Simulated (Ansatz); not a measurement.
Consider GaP in the zinc blende structure (space group F-43m, No. 216; a = 5.3914 Å). Axes: x, y, z lie along the cube axes.

Level of theory: LDA (Ansatz, a first-principles code, PAW, no spin-orbit coupling).

Strains are applied to the cell and any free atomic positions relax; under biaxial strain the out-of-plane vector relaxes too.

One change was made to it. Results:

```json
[
 {"quantity": "valence-band top at Γ (three highest levels, from the VBM)", "base": "0.00, 0.00, 0.00 eV", "after": "0.00, 0.00, -0.24 eV"},
 {"quantity": "pressure (mean of the normal stresses, compression positive)", "base": "-0.01 GPa", "after": "2.13 GPa"},
 {"quantity": "energy relative to the base (free energy F)", "base": "0 meV/atom", "after": "+7.6 meV/atom"},
 {"quantity": "band gap", "base": "1.38 eV", "after": "1.16 eV"}
]
```

Q: Which change produced these results?
(A) biaxial strain −2.00 %, plane normal [001], relaxed out of plane
(B) biaxial strain −0.50 %, plane normal [001], relaxed out of plane
(C) biaxial strain +2.50 %, plane normal [001], relaxed out of plane
(D) biaxial strain +1.50 %, plane normal [001], relaxed out of plane

A: A, biaxial strain −2.00 %, plane normal [001], relaxed out of plane. For comparison, the valence-band top at Γ in the other runs: biaxial strain +2.50 %, plane normal [001], relaxed out of plane gives 0.00, -0.25, -0.25 eV; biaxial strain −0.50 %, plane normal [001], relaxed out of plane gives 0.00, 0.00, -0.06 eV; biaxial strain +1.50 %, plane normal [001], relaxed out of plane gives 0.00, -0.16, -0.16 eV.

Stability against distortions was not tested.
